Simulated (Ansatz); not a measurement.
L1₀ (CuAu-type) TiAl was calculated with BLYP (Ansatz, a quantum-chemistry and plane-wave program, PAW).

Run with plane-wave cutoff 520 eV, 22×22×16 k mesh (along the axes of the cell as run), Fermi–Dirac smearing 0.037 eV (set by the program), no spin polarisation, scalar-relativistic PAW data made under PBE.

Cell (relaxed at this level):

AlTi is modelled in the tetragonal space group P4/mmm (No. 123), Pearson symbol tP2. Conventional cell: a = 2.8446 Å, b = 2.8446 Å, c = 4.1237 Å, α = 90.00°, β = 90.00°, γ = 90.00°. Ti on 1a is surrounded by 4 Ti at 2.845 Å and 8 Al at 2.880 Å (cuboctahedral). Al on 1d is surrounded by 4 Al at 2.845 Å and 8 Ti at 2.880 Å (cuboctahedral). (Neighbours: up to the widest gap in distance over summed covalent radii, below 1.35, at either atom.)

Question: Give the computed Voigt–Reuss–Hill shear modulus (Hill average), elastic constant C13, elastic constant C44, Voigt–Reuss–Hill bulk modulus and elastic constant C33.

Answer: 
- Voigt–Reuss–Hill shear modulus (Hill average): 61.0 GPa
- elastic constant C13: 73.9 GPa
- elastic constant C44: 92.5 GPa
- Voigt–Reuss–Hill bulk modulus: 103 GPa
- elastic constant C33: 158 GPa

Measured, for comparison: elastic constant C13 75 GPa, elastic constant C44 109 GPa, elastic constant C33 183 GPa (0 K, extrapolated to 0 K, Ti-56 at.% Al crystal; axes of the face-centred tetragonal cell; as tabulated in Qi et al. (2023), arXiv:2305.11825). Computed (rounded) less measured: elastic constant C13 -1 %, elastic constant C44 -15 %, elastic constant C33 -14 %.

Elastic constants are with the ions relaxed.

Computed values are for the static lattice.
